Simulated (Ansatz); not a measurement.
Start from PtSe2 in the CdI2 type structure (space group P-3m1, No. 164; a = 3.735 Å, c = 5.204 Å; layered, stacked along the Cartesian z axis; relaxed with 0.1 eV smearing).

Calculations: Kohn–Sham DFT with the r2SCAN+rVV10 functional, run in Ansatz (a first-principles code) with PAW and 500 eV plane waves, no SOC, earlier PAW set.

Now apply this change: an isotropic linear strain of −0.49 %; the atoms relax in the strained cell.

Problem. Estimate the effect on the largest internal atomic displacement.

Solution. The largest internal atomic displacement amounts to 0.014 Å.

Problem. Predict the new energy relative to the base.

Solution. The energy increases by 1.0 meV/atom.

Stability against distortions was not tested. All final runs are without spin polarisation.
